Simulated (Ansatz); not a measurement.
The reference is HfC in the rock salt structure (space group Fm-3m, No. 225; a = 4.607 Å).

Calculations: PBEsol/PAW in Ansatz (a first-principles code), no spin-orbit coupling.

For the base:

| Item | Value |
|---|---|
| Lattice parameter a | 4.607 Å |

One thing is altered: full substitution C → Si; the structure is relaxed again.

Predict the new lattice parameter a.

The lattice parameter a increases by 0.6884 Å to 5.296 Å.

Whether these cells are dynamically stable was not tested. As relaxed here, HfSi is a hypothetical phase, not in the database extracts checked. The final runs are not spin-polarised.
